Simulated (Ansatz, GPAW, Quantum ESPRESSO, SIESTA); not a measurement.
# One structure in several programs: Al3Cu (P4/mmm, 4 atoms in the cell)

Self-consistent single point.

```
Al3Cu
1.0
    2.79897     0.00000     0.00000
    0.00000     2.79897     0.00000
    0.00000     0.00000     7.56900
Al Cu
3 1
Cartesian
  0.00000   0.00000   3.78450
  1.39949   1.39949   1.71150
  1.39949   1.39949   5.85750
  0.00000   0.00000   0.00000
```

Shared settings, as Ansatz (a first-principles code) writes them: kpoints.mp_grid.grid = 15 15 6; scf.occupations.method = fermi_dirac; scf.occupations.width = 0.1 eV. Potentials and cutoffs stand in the table.

```
code                                                                                                                                      model  pressure (GPa)  largest force (eV/Å)       cutoff
----------------  -----------------------------------------------------------------------------------------------------------------------------  --------------  --------------------  -----------
Ansatz                                                                                                          PBEsol, PAW files made with PBE           -1.36                 0.214      default
Quantum ESPRESSO                                                                             PBEsol, PSlibrary ultrasoft (PBE) pseudopotentials           -1.26                 0.232        50 Ry
GPAW                                                                                      PBEsol, GPAW PAW datasets PBEsol (made by gpaw-setup)           -0.88                 0.172       850 eV
SIESTA            GGA PBEsol, numerical atomic orbitals DZP, PseudoDojo PBEsol standard norm-conserving potentials (rewritten from UPF to PSML)           -1.38                 0.108  grid 300 Ry
```

On Ansatz's run: spin polarisation is off.

The spread over the programs that give each value: pressure within 0.50 GPa; largest force within 0.124 eV/Å.

SIESTA uses small atom-centred bases, whose incompleteness enters pressures, forces and empty levels differently from a plane-wave cutoff. Ansatz's pressure is given at a fixed set of plane waves, as the other plane-wave codes print theirs; with its correction for the finite basis it is -1.32 GPa. In the force vectors, SIESTA (by 0.106) lies more than 0.08 eV/Å from the median of the plane-wave programs.

The starting cell comes from a database of computed structures (which also holds hypothetical and non-ambient phases and stackings), without a prior relaxation at this level. Its lattice was rescaled by a random factor within 2.5 % of one.

Left out of this page: Elk (not drawn, or without a comparable value).

Keys are those of Ansatz 0.2.
